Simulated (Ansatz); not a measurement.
Given:

```xyz
6
Lattice="3.6048 0.0000 0.0000 0.0000 3.6048 0.0000 0.0000 0.0000 5.2650" Properties=species:S:1:pos:R:3 pbc="T T T"
Hf     0.0000     0.0000     0.0000
Hf     1.8024     1.8024     2.6325
O      0.0000     1.8024     1.0250
O      0.0000     1.8024     3.6575
O      1.8024     0.0000     1.6075
O      1.8024     0.0000     4.2400
```

No spin polarisation.

Electron doping at 3.0×10^21 cm⁻³ (0.205 per cell), with a uniform compensating background at fixed cell and a 300 K Fermi–Dirac width.

Method: PBE, PAW, 420 eV (Ansatz, a first-principles code; no spin-orbit coupling), earlier PAW set. k-mesh 13×13×9 (Γ-centred); smearing 0.0259 eV (Fermi–Dirac).

Predict the Fermi level from band edge, gap between the host's bands and gap character.

The Fermi level relative to the doped band's edge (positive inside the band; to 0.05 eV) is +0.40 eV. The gap between the host's bands comes out as 4.66 eV. The gap character is indirect, Z → Γ.

Carriers are added with a uniform compensating background; total energy and stress of such cells depend on the potential's zero and are not compared; many-body gap narrowing is missing at this level. Spin-orbit coupling, missing from the scalar runs, can matter with Hf. Whether these cells are dynamically stable was not tested. The cell was made from HfO2 (space group P4_2/nmc, No. 137) by this change: electrons 3.0×10^21 cm⁻³. This is not the structure that HfO2 has at room temperature and ambient pressure.
